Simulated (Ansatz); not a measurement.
The starting structures come from a database of crystals and need not be the phases stable at ambient conditions.

 Where the default PAW files enter, the runs use the earlier of Ansatz's two default sets.

```xyz
4
Lattice="3.9302 0.0000 0.0000 1.9651 3.4037 0.0000 1.9651 1.1346 6.4173" Properties=species:S:1:pos:R:3 pbc="T T T"
Ga     5.8953     3.4037     0.0470
Ga     3.9302     2.2691     3.1606
P      3.9302     2.2691     0.8017
As     1.9651     1.1346     4.0121
```

Space group of this cell: R3m. The cell is taken as given; by LDA its mean pressure is -2.5 GPa.

Transport runs along the normal of the first two printed cell vectors, the (001) plane of the conventional cell.

No gap correction and no spin-orbit coupling; mid-gap values are interpolated between computed energies.

Task: State the band gap and the smallest decay constant κ at mid-gap according to LDA run with Ansatz (a first-principles code).

Result: Gap 0.80 eV on a 10×10×10 mesh; κ = 0.055 1/Å, at the zone centre.
